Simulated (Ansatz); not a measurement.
Amorphous In9Ga9Zn9O37K2, 66 atoms at 5.63 g/cm³, one PBE-relaxed geometry, zone centre. Methods: PBE, scalar-relativistic without spin-orbit coupling (Ansatz, a first-principles code); r2SCAN, scalar-relativistic without spin-orbit coupling (Ansatz); HSE06, scalar-relativistic without spin-orbit coupling (Ansatz). Plane waves to 420 eV (r2SCAN 500 eV); exact exchange is cut at the cell's faces. All rungs ran without spin polarisation.

A CHGNet melt-quench gave the starting glass, which DFT then relaxed. O atoms were pushed apart under 1.9 Å during the dynamics, to hinder bonds among them. The hot cell started wider than the set density and was brought back towards it in steps. It is the lowest in DFT energy of 2 quenches. It is a model cell: composition and starting density were chosen by hand, and all elements were melted together. No dispersion term was used. Its density started from a set value of 5.63 and ended at 5.63 g/cm³. The quench (nominally 210 K/ps over its main leg) was far faster than any real one, so the model tends to hold more defects than a real film. Values belong to this one cell and scatter from quench to quench. The volume was held where the preparation left it and the shape relaxed, at a PBE pressure of 4.2 GPa. Stress components on the final sampling reach 4.3 GPa.

The relaxation ran on the zone centre alone. At PBE the gap is 1.02 eV on a 2×2×2 Γ-centred mesh, and the spacing at the zone centre alone 1.00 eV.

What zone-centre spacing does r2SCAN give, roughly?

1.45 eV (+0.45 eV against PBE).

What zone-centre spacing does HSE06 give, roughly?

2.58 eV (+1.57 eV against PBE).

The highest filled and the lowest empty state spread over these numbers of atoms (participation numbers): PBE: 18.1 and 59.2; r2SCAN: 17.0 and 58.3; HSE06: 16.8 and 58.1.
